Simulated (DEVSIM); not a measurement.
Structure: W/SiO2/p-Ge capacitor, at 300 K.

Layer 1 from the left is SiO2, thickness (nm) 15.0. Layer 2 from the left is Ge, thickness (nm) 1400, Na (cm⁻³) 1.8e17.

Metal gate on the left, work function 4.6 eV. Fixed charge at the semiconductor interface 0 cm⁻² (in units of +e); interface traps 1e10 cm⁻² eV⁻¹, uniform in energy, neutral level at 0.5 of the gap above the valence band.

The device is made up for the run: typed textbook-type constants, with dimensions and the other settings drawn at random. Values at 300 K.

SiO2: gap (eV) 9, affinity (eV) 0.9, permittivity 3.9. Ge: gap (eV) 0.664, affinity (eV) 4, permittivity 16, Nc (cm⁻³) 1.04e19, Nv (cm⁻³) 6e18.

Simulated with DEVSIM: 1D Poisson equation in equilibrium, Boltzmann statistics, complete ionisation; no quantum confinement or tunnelling. Metal contacts follow the ideal Schottky-Mott rule: no Fermi-level pinning, no interface dipoles.

What does the simulation give for the minimum of the low-frequency capacitance, the flat-band voltage, the threshold voltage (band bending 2φF)?

minimum of the low-frequency capacitance 0.121 μF/cm²; flat-band voltage 0.02 V; threshold voltage (band bending 2φF) 1.35 V.
